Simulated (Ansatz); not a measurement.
**C on the As site (C_As) (zinc-blende InAs host)**

All values below come from PBE, PAW (plane waves to 420 eV; Ansatz, a quantum-chemistry and plane-wave program). Cell and caveats: 64-site cell; 2×2×2 shifted k-points; start: the As site; no spin–orbit coupling; the functional closes the host's gap; finite-size errors of tenths of an eV.

Neighbours after relaxation, in Å: of the C atom: In 2.27, In 2.27, In 2.27, In 2.27.

```tsv
charge	moment (μB)	largest move off a lattice site (Å)
0†	quenched	0.41
```

† Not settled in this cell, so no level is given: charge 0: a level filled in part.

Starting moments that weren't kept: charge 0 began with 1 μB and ended with 0.0.
